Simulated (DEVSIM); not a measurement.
Simulated with DEVSIM: 1D drift-diffusion, Boltzmann statistics, complete ionisation; no tunnelling, impact ionisation, image-force lowering or self-heating. Band offsets follow the typed affinities; no thermionic-emission limit at abrupt steps, no polarisation charge.

System: isotype n-n heterojunction Al0.1Ga0.9As/GaAs, at 250 K.

| layer (left to right) | material | thickness (μm) | Nd (cm⁻³) | τn (s) | τp (s) |
|---|---|---|---|---|---|
| 1 | Al0.1Ga0.9As | 0.280 | 3.3e16 | 5.1e-9 | 5.1e-9 |
| 2 | GaAs | 0.340 | 3.9e16 | 5.1e-9 | 5.1e-9 |

Left contact: ohmic. Right contact: ohmic. Voltage is applied to the left contact. Recombination: SRH at mid-gap, Auger. Mobility is μmin + (μ − μmin)/(1 + (N/Nref)^α).

Constants are typed, rounded textbook-type inputs, not results; the design itself was drawn at random and stands for no fabricated device. Values at 300 K; Nc and Nv go as T^1.5, mobilities as T to minus their exponent, the gap by Varshni's rule with the affinity fixed.

| parameter | Al0.1Ga0.9As | GaAs |
|---|---|---|
| gap (eV) | 1.5487 | 1.424 |
| affinity (eV) | 3.991 | 4.07 |
| permittivity | 12.62 | 12.9 |
| Nc (cm⁻³) | 5.17e17 | 4.7e17 |
| Nv (cm⁻³) | 9e18 | 9e18 |
| μn (cm²/Vs) | 6520 | 8500 |
| μp (cm²/Vs) | 317 | 400 |
| μn,min | 500 | 500 |
| μp,min | 20 | 20 |
| Nref,n | 6e16 | 6e16 |
| Nref,p | 1.5e17 | 1.5e17 |
| αn | 0.39 | 0.39 |
| αp | 0.38 | 0.38 |
| T exponent of μn | 2.1 | 2.1 |
| T exponent of μp | 2.2 | 2.2 |
| Cn (cm⁶/s) | 1e-30 | 1e-30 |
| Cp (cm⁶/s) | 1e-30 | 1e-30 |
| Varshni α (eV/K) | 0.000541 | 0.000541 |
| Varshni β (K) | 204 | 204 |

One input was changed, with this effect: potential step across the device at zero bias 0.073 → 0.002 V.

### Question
Which change was it?
A) doping Nd of layer 1 3.3e+16 → 9.9e+14 cm^-3
B) Auger recombination switched off
C) constant mobility in place of the doping-dependent one
D) doping Nd of layer 2 3.9e+16 → 1.2e+17 cm^-3
E) minority lifetime in layer 2 5.1e-09 → 1.5e-07 s
F) thickness of layer 2 0.34 → 1.7 μm

### Answer
A, doping Nd of layer 1 3.3e+16 → 9.9e+14 cm^-3
